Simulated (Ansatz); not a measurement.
NiAs-type NiSb, treated with PBEsol (plane waves, PAW; Ansatz, a first-principles code).

Numerical settings: plane-wave cutoff 560 eV, 18×18×10 k mesh (along the axes of the cell as run), Fermi–Dirac smearing 0.05 eV, no spin polarisation, scalar-relativistic PAW data made under PBE.

Starting structure:

```yaml
crystal:
  lattice:
    - [3.93000, 0.00000, 0.00000]
    - [-1.96500, 3.40348, 0.00000]
    - [0.00000, 0.00000, 5.13000]
  atoms:
    - { symbol: Ni, position: [0.00000, 0.00000, 0.00000] }
    - { symbol: Ni, position: [0.00000, 0.00000, 0.50000] }
    - { symbol: Sb, position: [0.66667, 0.33333, 0.75000] }
    - { symbol: Sb, position: [0.33333, 0.66667, 0.25000] }
```

Question: Into what structure does the relaxation of cell and atoms lead at this level, with the symmetry of the start kept?

Answer: The volume decreases by 1.9 %; final space group P6_3/mmc.
```yaml
crystal:
  lattice:
    - [3.91613, 0.00000, 0.00000]
    - [-1.95807, 3.39147, 0.00000]
    - [0.00000, 0.00000, 5.06990]
  atoms:
    - { symbol: Ni, position: [0.00000, 0.00000, 0.00000] }
    - { symbol: Ni, position: [0.00000, 0.00000, 0.50000] }
    - { symbol: Sb, position: [0.66667, 0.33333, 0.75000] }
    - { symbol: Sb, position: [0.33333, 0.66667, 0.25000] }
```
